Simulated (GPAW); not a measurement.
## A self-consistent single point of AgBr (Fm-3m, 2 atoms in the cell) with GPAW

Level of theory: PBE, LCAO dzp, GPAW PAW datasets PBE (gpaw-data 1.0.1) (GPAW).

Input:

```python
from ase import Atoms
from gpaw import GPAW, FermiDirac

atoms = Atoms(['Ag', 'Br'],
              cell=[[0.000000, 2.892170, 2.892170],
                    [2.892170, 0.000000, 2.892170],
                    [2.892170, 2.892170, 0.000000]],
              positions=[[0.000000, 0.000000, 0.000000],
                         [2.892170, 2.892170, 2.892170]],
              pbc=True)

calc = GPAW(mode='lcao',
            h=0.18,
            basis='dzp',
            xc='PBE',
            kpts={'size': (8, 8, 8), 'gamma': True},
            occupations=FermiDirac(0.0),
            convergence={'density': 1e-05},
            symmetry={'symmorphic': False, 'tolerance': 0.0005},
            maxiter=150)

atoms.calc = calc

energy = atoms.get_potential_energy()
print('Energy (eV):', round(energy, 6))
forces = atoms.get_forces()
print('Forces (eV/Ang):')
print(forces.round(5))
```

Output, abridged:

```
Input parameters:
  basis: dzp
  convergence: {density: 1e-05}
  h: 0.18
  kpts: {gamma: True,
         size: (8, 8, 8)}
  maxiter: 150
  mode: lcao
  occupations: {fixmagmom: False,
                name: fermi-dirac,
                width: 0.0}
  symmetry: {symmorphic: False,
             tolerance: 0.0005}
  xc: PBE

species:
  Ag:
    name: Silver
    Z: 47.0
    valence: 17
    core: 30
    charge: 0.0
    file: Ag.PBE.gz

    # LCAO basis set for Ag:
    #   Name: dzp
    #   File: Ag.dzp.basis.gz
    #   Number of radial functions: 9
    #   Number of spherical harmonics: 27
    #     l=0, rc=9.2812 Bohr: 5s-sz confined orbital
    #     l=1, rc=3.3750 Bohr: 4p-sz confined orbital
    #     l=1, rc=14.2344 Bohr: 5p-sz confined orbital
    #     l=2, rc=5.4531 Bohr: 4d-sz confined orbital
    #     l=0, rc=5.5156 Bohr: 5s-dz split-valence wave
    #     l=1, rc=2.3281 Bohr: 4p-dz split-valence wave
    #     l=1, rc=8.7656 Bohr: 5p-dz split-valence wave
    #     l=2, rc=3.2656 Bohr: 4d-dz split-valence wave
    #     l=1, rc=9.2812 Bohr: p-type Gaussian polarization
    #   Number of RI-basis functions 0

  Br:
    name: Bromine
    Z: 35.0
    valence: 7
    core: 28
    charge: 0.0
    file: Br.PBE.gz

    # LCAO basis set for Br:
    #   Name: dzp
    #   File: Br.dzp.basis.gz
    #   Number of radial functions: 5
    #   Number of spherical harmonics: 13
    #     l=0, rc=5.3594 Bohr: 4s-sz confined orbital
    #     l=1, rc=6.8125 Bohr: 4p-sz confined orbital
    #     l=0, rc=2.9375 Bohr: 4s-dz split-valence wave
    #     l=1, rc=3.8906 Bohr: 4p-dz split-valence wave
    #     l=2, rc=6.8125 Bohr: d-type Gaussian polarization
    #   Number of RI-basis functions 0

Reference energy: -215500.074083  # eV

Spin-paired calculation

Convergence criteria:
 Maximum [total energy] change in last 3 cyles: 0.0005 eV / valence electron
 Maximum integral of absolute [dens]ity change: 1e-05 electrons / valence electron
 Maximum integral of absolute [eigenst]ate change: 4e-08 eV^2 / valence electron
 Maximum number of scf [iter]ations: 150

Symmetries present (total): 48
Symmetries with fractional translations: 0
512 k-points: 8 x 8 x 8 Monkhorst-Pack grid + [1/16,1/16,1/16]
29 k-points in the irreducible part of the Brillouin zone
       k-points in crystal coordinates                weights
   0:     0.00000000    0.00000000    0.00000000          1/512
   1:     0.12500000    0.12500000    0.00000000          6/512
   2:     0.12500000    0.12500000    0.12500000          8/512
   [... 7 lines left out ...]
          ...
  28:     0.50000000    0.50000000    0.50000000          4/512

Wave functions: LCAO
  Diagonalizer: Serial LAPACK
  Atomic Correction: dense with blas
  Data-type: complex

Occupation numbers: # Zero width

Eigensolver
   LCAO using direct dense diagonalizer

Densities:
  Coarse grid: 20*20*20 grid
  Fine grid: 40*40*40 grid
  Total Charge: 0.000000

Density mixing:
  Method: separate
  Backend: pulay
  Linear mixing parameter: 0.05
  old densities: 5
  Damping of long wavelength oscillations: 50

Hamiltonian:
  XC and Coulomb potentials evaluated on a 40*40*40 grid
  Interpolation: tri-quintic (5. degree polynomial)
  Poisson solver: FastPoissonSolver using
    Stencil: 12*3+1=37 point O(h^6) finite-difference Laplacian
    FFT axes: [np.int64(0), np.int64(1), np.int64(2)]
    FST axes: []

XC parameters: PBE with 2 nearest neighbor stencil

Number of atoms: 2
Number of atomic orbitals: 40
Number of bands in calculation: 16
Number of valence electrons: 24
Bands to converge: occupied

Density initialized from atomic densities

                Br

       Ag

Atomic positions and initial magnetic moments

Positions:
   0 Ag     0.000000    0.000000    0.000000    ( 0.0000,  0.0000,  0.0000)
   1 Br     2.892170    2.892170    2.892170    ( 0.0000,  0.0000,  0.0000)

Unit cell:
           periodic     x           y           z      points  spacing
  1. axis:    yes    0.000000    2.892170    2.892170    20     0.1670
  2. axis:    yes    2.892170    0.000000    2.892170    20     0.1670
  3. axis:    yes    2.892170    2.892170    0.000000    20     0.1670

  Lengths:   4.090146   4.090146   4.090146
  Angles:   60.000000  60.000000  60.000000

Effective grid spacing dv^(1/3) = 0.1822

     iter     time        total  log10-change:
                         energy   eigst   dens
iter:   1 --:--:--    -4.666170        c
iter:   2 --:--:--    -4.653935        c -1.60
iter:   3 --:--:--    -4.594566        c -1.63
iter:   4 --:--:--    -4.590956        c -2.20
iter:   5 --:--:--    -4.590943c       c -3.13
iter:   6 --:--:--    -4.590922c       c -3.84
iter:   7 --:--:--    -4.590921c       c -4.07
iter:   8 --:--:--    -4.590919c       c -3.99
iter:   9 --:--:--    -4.590919c       c -5.67c

Converged after 9 iterations.

Dipole moment: (-1.251380, -1.251380, -1.251380) |e|*Ang

Energy contributions relative to reference atoms: (reference = -215500.074083)

Kinetic:        +11.000251
Potential:       -9.956574
External:        +0.000000
XC:              -5.634881
Entropy (-ST):   +0.000000
Local:           +0.000285
SIC:             +0.000000
--------------------------
Free energy:     -4.590919
Extrapolated:    -4.590919

Showing only first 2 kpts
 Kpt  Band  Eigenvalues  Occupancy
  0    10      2.01866    2.00000
  0    11      2.01943    2.00000
  0    12      4.57909    0.00000
  0    13     15.77442    0.00000

  1    10      2.12220    2.00000
  1    11      2.29064    2.00000
  1    12      5.73429    0.00000
  1    13     12.85252    0.00000

Fermi level: 4.24970

Gap: 0.659 eV
Transition (v -> c):
  (s=0, k=28, n=11, [0.50, 0.50, 0.50]) -> (s=0, k=0, n=12, [0.00, 0.00, 0.00])
Direct/indirect transitions are different
Direct gap: 2.560 eV
Transition at: (s=0, k=0, n=11, [0.00, 0.00, 0.00])
Energy (eV): -4.590919

Forces in eV/Ang:
  0 Ag    0.00000    0.00000   -0.00000
  1 Br    0.00000    0.00000    0.00000
```

The run converged in 9 iterations.

The starting cell comes from a database of computed structures (which also holds hypothetical and non-ambient phases and stackings), without a prior relaxation at this level. Values carry the incompleteness of an atom-centred basis.

Cost on one core of a shared machine: roughly 5 min.
